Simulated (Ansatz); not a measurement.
**Pressure series in SiSe2**

Start from SiSe2 (space group Ibam, No. 72; a = 6.301 Å, b = 9.302 Å, c = 5.856 Å; made of chains).

Cell and atoms are relaxed at each pressure.

The values are results of PBEsol in Ansatz (plane waves to 420 eV, PAW, no spin-orbit coupling), not measurements.

Notes on the quantities. enthalpy: H = E + PV relative to the base's energy.

```tsv
variant	enthalpy	smallest direct gap	band gap	width of the top valence band	density
base	–	1.71 eV	1.65 eV	0.77 eV	3.60 g/cm³
pressure 0.3 GPa	+0.05 eV/atom	1.64 eV	1.55 eV	0.79 eV	3.75 g/cm³
pressure 0.7 GPa	+0.12 eV/atom	…	…	…	…
pressure 1.5 GPa	+0.25 eV/atom	1.50 eV	1.31 eV	0.86 eV	4.10 g/cm³
pressure 3 GPa	+0.48 eV/atom	1.42 eV	1.15 eV	0.93 eV	4.36 g/cm³
pressure 5 GPa	+0.76 eV/atom	1.38 eV	0.95 eV	1.02 eV	4.63 g/cm³
pressure 7.5 GPa	+1.10 eV/atom	1.36 eV	0.73 eV	1.14 eV	4.88 g/cm³
pressure 10 GPa	+1.42 eV/atom	1.12 eV	0.58 eV	1.28 eV	5.10 g/cm³
```

Problem. What belongs in the blanks?

Solution. 
- pressure 0.7 GPa, smallest direct gap: 1.58 eV
- pressure 0.7 GPa, band gap: 1.44 eV
- pressure 0.7 GPa, width of the top valence band: 0.82 eV
- pressure 0.7 GPa, density: 3.89 g/cm³

Load acts through the strain it causes; cell and atoms are relaxed under it. No phonon test of stability was made. No other phases were tried under pressure. No dispersion term is included in the PBEsol runs.

Ansatz is a program for electronic structure.
